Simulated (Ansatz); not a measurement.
**fcc Au (1 1 1) on wurtzite ZnO (1 1 0) (film strained to the substrate, faces as cut)**

A periodic stack without vacuum, fcc Au (1 1 1) on wurtzite ZnO (1 1 0) (film strained to the substrate, faces as cut): substrate slab Zn16O16, film Au16, surface cells [[0, 1], [-1, 0]] and [[-2, 2], [-1, -1]], film strained by -3.4 and +4.0 %, faces OZn/OZn and Au/Au as cut (like faces can put a slab off its formula).

The start was prepared with a machine-learned potential, and the result is one local minimum, with the in-plane cell held and forces under 0.04 eV/Å; the film can end far from its bulk form.

Calculation: PBE (plane waves to 420 eV, PAW; Ansatz, an electronic-structure program). Scalar-relativistic, without spin–orbit coupling; the runs are not spin-polarised; PBE gaps are too small against experiment. Its k-point mesh 5×5×1, Fermi–Dirac width 0.05 eV.

The interface area is 30.1 Å² and the period comes out as 23.43 Å. The gaps between the outermost planes at the two interfaces is 2.42 and 2.41 Å. The Au–Zn contacts across the interfaces within 1.22 times the sum of covalent radii is 8, mean 2.87 Å. The Au–O contacts across the interfaces within 1.22 times the sum of covalent radii is 2, mean 2.46 Å.

```xyz
48
Lattice="5.6792 0.0002 -0.1080 0.0003 5.2937 0.0252 -2.3652 0.1176 23.4822" Properties=species:S:1:pos:R:3 pbc="T T T"
Zn     4.8713     3.0079     1.1635
Zn     2.9931     5.6495     1.1977
O      4.8198     4.9500     1.1659
O      3.0508     2.3005     1.1846
Zn     2.0868     2.9748     2.7597
Zn     0.1728     5.6226     2.8047
O      2.0514     4.9709     2.7877
O      0.2082     2.3245     2.8100
Zn     4.9521     2.9626     4.3709
Zn     3.0574     5.6084     4.4141
O      4.9485     4.9670     4.3731
O      3.0609     2.3198     4.3950
Zn     2.1477     2.9477     6.0570
Zn     0.2492     5.5942     6.1050
O      2.1436     4.9558     6.0653
O      0.2528     2.3087     6.0897
Zn    -0.6600     2.9400     7.7550
Zn     3.1211     5.5867     7.6934
O     -0.6634     4.9481     7.7646
O      3.1245     2.3011     7.6792
Zn     2.2075     2.9392     9.3334
Zn     0.3147     5.5855     9.3843
O      2.2060     4.9437     9.3483
O      0.3164     2.2967     9.3744
Zn    -0.5945     2.9366    11.0523
Zn     3.1769     5.5829    10.9931
O     -0.6242     4.9323    11.0443
O      3.2066     2.2849    10.9577
Zn     2.2500     2.9532    12.5422
Zn     0.3874     5.5988    12.5967
O      2.2080     4.8935    12.5568
O      0.4293     2.2469    12.5826
Au     0.5568     2.5693    15.0239
Au     3.4259     2.5380    14.9493
Au    -0.7257    -0.1074    15.0106
Au     2.1432    -0.0787    14.9877
Au     0.7071     0.8092    17.4072
Au     3.5362     0.8433    17.3778
Au    -0.7496     3.4913    17.4692
Au     2.0780     3.4538    17.3938
Au     0.7595     4.4294    19.8557
Au     3.5907     4.4093    19.7489
Au    -0.7083     1.7610    19.8196
Au     2.1234     1.7804    19.8167
Au     0.6975     2.7498    22.2277
Au     3.5708     2.7185    22.1872
Au    -0.5705     0.0794    22.2625
Au     2.3023     0.0943    22.1866
```
